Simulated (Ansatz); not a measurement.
The reference is SiC in the wurtzite structure (space group P6_3mc, No. 186; a = 3.0920 Å, c = 5.0743 Å). Axes: x lies along a and z along c of the hexagonal cell.

Calculations: PBE (Ansatz, a first-principles code; PAW; 420 eV plane waves; no SOC).

Strains are applied to the cell and any free atomic positions relax.

One change was made to it. Results:

```csv
quantity,base,after
energy relative to the base (free energy F),0 meV/atom,+5.8 meV/atom
band gap,2.31 eV,2.35 eV
width of the top valence band,3.84 eV,3.82 eV
"valence-band top at Γ (three highest levels, from the VBM)","0.00, 0.00, -0.11 eV","0.00, -0.06, -0.06 eV"
```

Task: Which change produced these results?
A. uniaxial strain ε_zz = −1.80 %
B. uniaxial strain ε_zz = −2.40 %
C. uniaxial strain ε_zz = −3.00 %

Result: A, uniaxial strain ε_zz = −1.80 %. For comparison, the energy relative to the base in the other runs: uniaxial strain ε_zz = −3.00 % gives +16 meV/atom; uniaxial strain ε_zz = −2.40 % gives +10 meV/atom.

Stability against distortions was not tested.
